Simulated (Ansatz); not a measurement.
Response to strain in CdSe

The parent structure is CdSe in the zinc blende structure (space group F-43m, No. 216; a = 6.082 Å). Axes: x, y, z lie along the cube axes.

Strains are applied to the cell and any free atomic positions relax; under biaxial strain the out-of-plane vector relaxes too.

Level of theory: PBEsol in Ansatz (plane waves to 420 eV, PAW, no spin-orbit coupling), earlier PAW set.

Notes on the quantities. pressure: mean of the normal stresses, compression positive; energy relative to the base: free energy F.

| variant | band gap | pressure | electron mass | energy relative to the base | space group |
|---|---|---|---|---|---|
| base | 0.48 eV | 0.00 GPa | 0.049 mₑ (at Γ) | 0 meV/atom | F-43m (No. 216) |
| biaxial strain −1.51 %, plane normal [110], relaxed out of plane | [?] | 0.76 GPa | 0.054 mₑ out of plane, 0.049 mₑ in plane (at Γ) | +3.0 meV/atom | Imm2 (No. 44) |
| biaxial strain −3.74 %, plane normal [111], relaxed out of plane | 0.37 eV | 2.21 GPa | 0.058 mₑ out of plane, 0.045 mₑ in plane (at Γ) | +21 meV/atom | R3m (No. 160) |
| isotropic strain −1.98 % | 0.60 eV | 3.59 GPa | 0.057 mₑ (at Γ) | +17 meV/atom | F-43m (No. 216) |
| isotropic strain −0.30 % | 0.50 eV | 0.48 GPa | 0.050 mₑ (at Γ) | +0.4 meV/atom | F-43m (No. 216) |
| isotropic strain +1.21 % | 0.41 eV | -1.73 GPa | 0.043 mₑ (at Γ) | +5.8 meV/atom | F-43m (No. 216) |
| isotropic strain +4.09 % | 0.25 eV | -4.72 GPa | – | +59 meV/atom | F-43m (No. 216) |
| uniaxial strain ε_yy = −0.94 % | 0.48 eV | 0.50 GPa | – | [?] | I-4m2 (No. 119) |
| uniaxial strain ε_zz = −3.18 % | 0.47 eV | 1.78 GPa | 0.048 mₑ along z, 0.055 mₑ across (at Γ) | +5.8 meV/atom | I-4m2 (No. 119) |
| uniaxial strain ε_zz = +1.55 % | 0.43 eV | -0.78 GPa | 0.049 mₑ along z, 0.045 mₑ across (at Γ) | [?] | I-4m2 (No. 119) |

### Question
Fill in the withheld entries from the trend.

### Answer

- biaxial strain −1.51 %, plane normal [110], relaxed out of plane, band gap: 0.45 eV
- uniaxial strain ε_yy = −0.94 %, energy relative to the base: +0.5 meV/atom
- uniaxial strain ε_zz = +1.55 %, energy relative to the base: +1.3 meV/atom

Effective masses come from finite differences of ±0.01 Å⁻¹. Whether these cells are dynamically stable was not tested. A zero or small gap of CdSe under isotropic strain +4.09 % can be the functional's error rather than a property of the material.

Ansatz is a quantum-chemistry and plane-wave program.
